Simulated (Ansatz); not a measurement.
Here is the system:

```
ZnCu2SnS4
1.0
    5.30422     0.00000     0.00000
    0.00000     5.30422     0.00000
    2.65211    -2.65211     5.66548
Cu Zn Sn S
2 1 1 4
Cartesian
  0.00000   0.00000   0.00000
  2.65211   0.00000   2.83274
  5.30422   2.65211   2.83274
  2.65211   2.65211   0.00000
  1.27784   1.23091   1.46293
  3.88302   1.37427   4.20255
  4.02639   4.07331   1.46293
  6.72542  -1.37427   4.20255
```

No spin polarisation.

Calculations: Ansatz (a program for electronic structure), PBE, PAW, cutoff 420 eV, scalar-relativistic without spin-orbit coupling. Settings: 9×9×9 k-points, 0.05 eV Fermi–Dirac smearing.

Question: What space group does the calculation give?

Answer: I-4 (No. 82).

Question: What is the computed pressure (mean of the normal stresses, compression positive)?

Answer: 1.7 GPa.

The cells carry an imposed strain or load. No phonon test of stability was made. All final runs are without spin polarisation. The cell was made from ZnCu₂SnS₄ (space group I-4, No. 82) by this change: biaxial strain −3.00 %, plane normal [001], relaxed out of plane.
